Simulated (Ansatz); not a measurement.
**Re under load (space group P6_3/mmc): resistivity and electron-phonon coupling**

```yaml
crystal:
  lattice:
    - [2.75965, 0.00000, 0.00000]
    - [-1.37983, 2.38993, 0.00000]
    - [0.00000, 0.00000, 4.43742]
  atoms:
    - { symbol: Re, position: [0.33333, 0.66667, 0.25000] }
    - { symbol: Re, position: [0.66667, 0.33333, 0.75000] }
```

Method: PBEsol, DFPT electron-phonon coupling, linearised Boltzmann equation (plane waves, PAW, scalar-relativistic; Ansatz, an electronic-structure program). Condition of this run: biaxial stress xx = yy = -3 GPa (compression positive) (the target of the relaxation). How the cell was made: relaxed with this functional, without spin-orbit coupling, then loaded as said.

```yaml
resistivity at 300 K: 15.1 (x), 15.1 (y), 10.6 (z) μΩ·cm
electron mean free path at 300 K (weighted by the current that each state carries): 5.2 (x), 5.2 (y), 5.3 (z) nm
resistivity times mean free path for one path shared by all states (from the Fermi surface's area): 6.9 (x), 6.9 (y), 4.5 (z) ×10⁻¹⁶ Ω·m²
electron-phonon coupling λ: 0.70
transport coupling λ_tr: 0.65 (x), 0.65 (y), 0.74 (z)
logarithmic_mean_phonon_energy: 15.3 meV
density of states at the Fermi level: 0.76 states/(eV·spin·cell)
drude_plasma_energy: 7.0 (x), 7.0 (y), 8.8 (z) eV
Tc for μ* = 0.10 (anisotropic Eliashberg): 6.5 K
Tc for μ* = 0.13 (anisotropic Eliashberg): 5.0 K
```

A metal at this level (no band gap). Only scattering by harmonic phonons is included (no impurities, grain boundaries, electron-electron scattering or thermal expansion). Spin-orbit coupling is left out, which matters with elements this heavy. For metals of groups 4 to 10, Tc at these values of μ* can lie well above the measured one. The self-energy correction of the phonons between q points moved λ by about 5 %. Halving the electron mesh (36x36x20) moves the resistivity by up to 4 % at 300 K, the mean free path by up to 6 %, the coupling by up to 2 %, Tc by up to 3 %. Smearing 0.20 eV; phonons on a 6x6x3 q mesh, which this run doesn't test and which matters most at low temperature. Tc comes from the anisotropic Migdal-Eliashberg equations with μ*, a chosen number, referred to 16.6 meV.
